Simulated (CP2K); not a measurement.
Band structure of Rb3Ge (I4/mmm, 4 atoms in the cell).

```yaml
crystal:
  lattice:
    - [6.59481, 0.00000, 0.00000]
    - [0.57863, 6.56938, 0.00000]
    - [-3.58672, -3.28469, 4.45396]
  atoms:
    - { symbol: Rb, position: [0.75000, 0.25000, 0.50000] }
    - { symbol: Rb, position: [0.25000, 0.75000, 0.50000] }
    - { symbol: Rb, position: [0.50000, 0.50000, 0.00000] }
    - { symbol: Ge, position: [0.00000, 0.00000, 0.00000] }
```

Level of theory: LDA (Pade form), GPW, DZVP-MOLOPT-SR-GTH basis, GTH-PADE potentials (GTH_POTENTIALS) (CP2K).

Settings: CUTOFF = 500 Ry; REL_CUTOFF = 60 Ry; SMEAR/METHOD = FERMI_DIRAC; ELECTRONIC_TEMPERATURE = 580.23 K; KPOINTS/SCHEME = MACDONALD 6 6 6 0.08333333333 0.08333333333 0.08333333333; XC_FUNCTIONAL = PADE; Rb/BASIS_SET = DZVP-MOLOPT-SR-GTH; Rb/POTENTIAL = GTH-PADE-q9; Ge/BASIS_SET = DZVP-MOLOPT-SR-GTH; Ge/POTENTIAL = GTH-PADE-q4; METHOD = GPW; EPS_DEFAULT = 1e-10; EXTRAPOLATION = USE_GUESS; NGRIDS = 5.

The starting cell comes from a database of computed structures (which also holds hypothetical and non-ambient phases and stackings), without a prior relaxation at this level. Its lattice was rescaled by a random factor within 2.5 % of one. Values carry the incompleteness of an atom-centred basis.

Levels in eV from the Fermi level, bands 13 to 18:
```
point     13     14     15     16    17    18
-----  -----  -----  -----  -----  ----  ----
Γ      -6.91  -0.47  -0.03   0.02  0.02  1.78
X      -6.77  -0.93   0.05   0.08  0.83  1.11
Y      -6.76  -0.64  -0.54  -0.20  1.16  2.08
S      -6.77  -0.80  -0.60   0.07  1.20  2.10
Z      -6.77  -1.09   0.18   0.18  0.72  1.28
S1     -6.77  -0.80  -0.60   0.07  1.20  2.10
N      -6.78  -1.17  -0.12  -0.04  1.51  2.30
P      -6.77  -0.57  -0.57  -0.08  1.08  2.19
Y1     -6.76  -0.64  -0.54  -0.20  1.16  2.08
```

Bands cross the Fermi level along this path, so the cell is metallic at this level.

Higher empty bands are left out: an atom-centred basis made for the valence describes them poorly.
